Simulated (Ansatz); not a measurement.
## hcp Re (1 1 0) on zinc-blende InSb (0 0 1) (film strained to the substrate, started from cuts of the bulks and a machine-learned relaxation; slabs In4Sb4 and Re14, which can lie off the formulas)

A periodic stack without vacuum, hcp Re (1 1 0) on zinc-blende InSb (0 0 1) (film strained to the substrate, started from cuts of the bulks and a machine-learned relaxation; slabs In4Sb4 and Re14, which can lie off the formulas): substrate slab In4Sb4, film Re14, surface cells [[1, 0], [1, 1]] and [[0, 1], [-1, 0]], film strained by -2.4 and +4.7 %, outermost planes Sb/In and Re/Re as cut, which need not be the usual terminations and can put a slab off its formula.

The start was prepared with a machine-learned potential, and the result is one local minimum, with the in-plane cell held and forces under 0.04 eV/Å; the film can end far from its bulk form.

Method: PBE (plane waves to 420 eV, PAW; Ansatz, an electronic-structure program). Scalar-relativistic, without spin–orbit coupling; the runs are not spin-polarised. Its k-point mesh 7×7×1, Fermi–Dirac width 0.05 eV.

- interface area: 22.0 Å²
- period: 22.12 Å
- heights between the nearest atoms of the two slabs at the two interfaces: 1.65 and 1.53 Å
- In–Re contacts across the interfaces within 1.22 times the sum of covalent radii: 8, mean 3.10 Å
- Re–Sb contacts across the interfaces within 1.22 times the sum of covalent radii: 6, mean 2.87 Å

```
CELL_PARAMETERS angstrom
      4.69145    -0.00447     0.13597
     -0.00452     4.68316     0.31030
      2.66816     3.19099    22.46764
ATOMIC_POSITIONS crystal
  In 0.07862 0.84036 0.24103
  In 0.78872 0.50285 0.08199
  In 0.63646 0.55541 0.52429
  In 0.53505 0.19210 0.39176
  Sb 0.20545 0.41548 0.16591
  Sb 0.32140 0.04646 0.03908
  Sb 0.97469 0.10637 0.47180
  Sb 0.52929 0.76587 0.31746
  Re 0.85874 0.98297 0.59891
  Re 0.11926 0.47892 0.60373
  Re 0.27389 0.92331 0.65923
  Re 0.60155 0.42149 0.66008
  Re 0.72178 0.85989 0.72321
  Re 0.06511 0.35882 0.72272
  Re 0.17391 0.79783 0.78569
  Re 0.52076 0.29705 0.78487
  Re 0.63324 0.73682 0.84731
  Re 0.97577 0.23346 0.84888
  Re 0.09603 0.67312 0.91075
  Re 0.42500 0.17376 0.90951
  Re 0.58139 0.61479 0.96980
  Re 0.87241 0.11370 0.96957
```
